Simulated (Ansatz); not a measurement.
Base system: Ta in the bcc (W type) structure (space group Im-3m, No. 229; a = 3.306 Å; relaxed with 0.1 eV smearing). Axes: x, y, z lie along the cube axes.

Calculations: r2SCAN (Ansatz, a program for electronic structure), no SOC.

Before the change:

The shortest interatomic distance is 2.863 Å and the pressure comes out as 0.0 GPa.

Modification: a pure shear with ε_xy = ε_yx = 0.0086; the atoms relax in the strained cell.

Question: Estimate the effect on the energy relative to the base.

Answer: The energy increases by 1.2 meV/atom.

Question: Estimate the effect on the shortest interatomic distance.

Answer: The shortest interatomic distance falls by 0.016 Å to 2.847 Å.

Question: What does the calculation give for the pressure after the change?

Answer: The pressure (mean of the normal stresses, compression positive) remains 0.0 GPa.

Stability against distortions was not tested. The final runs are not spin-polarised.
